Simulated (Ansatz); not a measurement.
A hypothetical phase is included: elements placed on a structure type, which no database files for this compound.

By PBEsol, the system below comes out a metal.

Without scattering a metal conducts by its projected Fermi surface.

Given:

```
CELL_PARAMETERS angstrom
      2.57874     0.00000     0.00000
      0.00000     2.57874     0.00000
      0.00000     0.00000     2.57874
ATOMIC_POSITIONS crystal
  Mo 0.00000 0.00000 0.00000
```

The cell was relaxed by PBE-D3(BJ); by PBEsol it stands under a pressure of -2.1 GPa.

The current flows along the normal of the first two printed cell vectors, the (001) plane of the conventional cell. No spin-orbit coupling; the value is a mean over 0.1 eV about the Fermi level.

Q: Give the ballistic conductance per area that PBEsol run with Ansatz (a quantum-chemistry and plane-wave program) yields.

A: 1.8 × 10¹⁵ S/m² for both spins.
